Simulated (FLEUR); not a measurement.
# How far to go with the k-point mesh at a smearing width of 0.3 eV: Ba (Im-3m, 1 atom in the cell)

```yaml
crystal:
  lattice:
    - [-2.49745, 2.49745, 2.49745]
    - [2.49745, -2.49745, 2.49745]
    - [2.49745, 2.49745, -2.49745]
  atoms:
    - { symbol: Ba, position: [0.00000, 0.00000, 0.00000] }
```

Level of theory: PBE, all-electron FLAPW (FLEUR), scalar-relativistic valence in FLEUR.

Base settings: Kmax = 3.8 1/bohr; GmaxXC = 11.4 1/bohr; xcFunctional = pbe; jspins = 1; l_soc = F; mode = hist; fermiSmearingEnergy = 0.00367493 Htr; mesh (inpgen div1-3) = 4 4 4; inpgen gamma flag = true; Gmax = 11.4 1/bohr.

In this ladder: fermiSmearingEnergy = 0.0110248 Htr. Moved along: kpt_gamma.

Only quantities that move along the ladder and can be compared are tabulated.

Core times come from one kind of shared machine, to one figure; runs under 30 s give none.

The starting cell has typed, rounded lattice constants, without a prior relaxation at this level. Its lattice was rescaled by up to half a per cent. Values depend on the basis (sphere radii, cutoffs, local orbitals), which need not be converged.

Steps (kpt_div): 3 3 3; 4 4 4; 5 5 5; 6 6 6; 8 8 8; 10 10 10; 12 12 12; 15 15 15; 18 18 18; 22 22 22.

Q: What is the coarsest kpt_div that holds the free energy within 1 meV/atom of the last step, with all finer ones?

A: 5 5 5; the step before is off by 8.2 meV/atom.

```tsv
kpt_div	free energy less the last step's (meV/atom)	core time / last (rough)
3 3 3	9.30	–
4 4 4	8.24	–
5 5 5	-0.50	–
6 6 6	0.05	–
8 8 8	-0.02	–
10 10 10	0.01	0.2
12 12 12	0.00	0.2
15 15 15	0.00	0.4
18 18 18	0.00	0.6
22 22 22	0.00	1
```
